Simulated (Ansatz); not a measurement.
System: 1T (CdI2-type) PtTe2. Method: PBEsol (PAW; Ansatz, an electronic-structure program).

Numerical settings: plane-wave cutoff 520 eV, 18×18×12 k mesh (along the axes of the cell as run), Fermi–Dirac smearing 0.05 eV, scalar-relativistic PAW data made under PBE.

Cell (relaxed at this level):

```
PtTe2
1.0
    2.02199    -3.50219     0.00000
    2.02199     3.50219     0.00000
    0.00000     0.00000     5.13962
Te Pt
2 1
Cartesian
  2.02199   1.16740   1.34643
  2.02199  -1.16740   3.79318
  0.00000   0.00000   0.00000
```

What does this level give for the bulk modulus B0?


bulk modulus B0: 59.1 GPa

The run finds no gap.

Note: the cell comes from a level without a dispersion term, which matters for the spacing of layers, chains or molecules; the bulk modulus comes from volumes at which shape and atoms were relaxed.

Spin–orbit coupling is not included.

Computed values are for the static lattice.

Cost on a shared machine: about 19 core-minutes (a rough figure).
